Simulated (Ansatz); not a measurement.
## GaN: energy against volume

GaN (zinc blende, F-43m, 11.763 Å³/atom and stress up to 0.01 GPa in the relaxed cell, cube axes along x, y and z) under an equal strain ε along all three axes. PBE in Ansatz, a plane-wave DFT program (PAW, default set), 420 eV, 12×12×12 Γ-centred mesh, Fermi-Dirac smearing 0.05 eV; ions are relaxed, or left where forces stay under 0.02 eV/Å, within the symmetry of each cell.

Here V stands for volume and E for E less E0.

| volume (Å³/atom) | E less E0 (meV/atom) | pressure (GPa) |
|---|---|---|
| 10.7357 | ? | ? |
| 11.0712 | 24.38 | 11.92 |
| 11.2415 | 13.52 | 8.63 |
| 11.4135 | 5.90 | 5.55 |
| 11.5873 | 1.45 | 2.68 |
| 11.7629 | 0.00 | 0.00 |
| 11.9402 | 1.42 | -2.48 |
| 12.1193 | 5.49 | -4.80 |
| 12.3002 | 12.15 | -6.95 |
| 12.4829 | 21.24 | -8.95 |

Taking the third-order Birch-Murnaghan form, a cubic in V^(-2/3) for E over the 9 complete rows: With u = V^(-2/3) - 0.193, the rows have u = 0.008312, 0.006274, 0.004267, 0.002289, 0.000341, -0.001578, -0.003468, -0.005331, -0.007167. Least squares gives E = 0.054 - 256.10·u + 379682·u² + 407203·u³. Residuals (row less fit): -0.011, 0.027, -0.006, -0.012, -0.011, 0.018, -0.002, 0.002, -0.002; standard error 0.017 (degrees of freedom: 5). Its minimum lies at u = 0.000337, so V0 = (0.193337)^(-3/2) = 11.76. There d²E/du² = 760200 and d³E/du³ = 2443000, so B0 = (4/9) × 11.76^(-7/3) × 760200 × 0.160218 = 172 GPa (the last factor turns the table's units into GPa), and B0' = 4 + (2/3) × 0.193337 × (2443000)/760200 = 4.4. B0' rests on the cubic coefficient alone and has a standard error of 0.1 from these residuals.

**Question.** Estimate the missing E (V = 10.7357); what did the run itself give?

**Answer.** u = 0.012485, so E = 0.054 - 256.10 × 0.012485 + 379682 × 0.012485² + 407203 × 0.012485³ = 56.832 meV/atom. The calculation gives 56.79 meV/atom, 0.042 meV/atom below the prediction (0.1 % of the range of E in the table). The row lies outside the fitted rows, so this is an extrapolation. From the scatter of the fitted rows alone, a prediction at this place has a standard error of 0.082 meV/atom, so the miss is 0.5 times that.

Other structures, which can take over under pressure, weren't tried. The same form fitted to the pressure column gives B0' = 4.4; series where the two differ by over 0.4 aren't shown. GaN is here a metastable form; wurtzite is the usual one. Rows are the converged runs of the series near zero and its far end, less any whose ions stayed unrelaxed beside relaxed ones; series whose fitted rows scatter by over a few per cent of the range, as at a crossing or softening among them, aren't shown in this form.
